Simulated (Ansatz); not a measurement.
Functionals compared on a constructed model of the (111) surface of fcc Cu, a pseudomorphic layer of Au in the host's stacking (bottom of the slab: a bare face, its two planes held), in Ansatz (plane waves, PAW). The structure was relaxed with PBE; the other rows are single points on it. Cutoff 420 eV (500 eV for r2SCAN).

Slab: 7 atoms, 12.9 Å thick at the start with caps and adatoms (thin: gaps and levels are the slab's own); k 17x17x1, smearing 0.1 eV, dipole-corrected; 2 atoms held, the rest relaxed; start symmetry kept, larger cells not searched; no spin, no spin-orbit, no U. In PBE it is, or lies within 0.01 eV a 1x1 cell of, the lowest of the 2 structures of its composition computed so far; subsurface sites and larger cells were not tried. These notes are the PBE run's.

```csv
functional,work function of the top face (eV),rough cost of the single point
PBE,5.00,–
RPBE,4.83,around 23 core-seconds (rough)
r2SCAN,…,roughly 50 core-seconds
```

Question: What belongs in the gaps?

Answer: 
- r2SCAN, work function of the top face (eV): 5.02

Ansatz is a program for electronic structure.
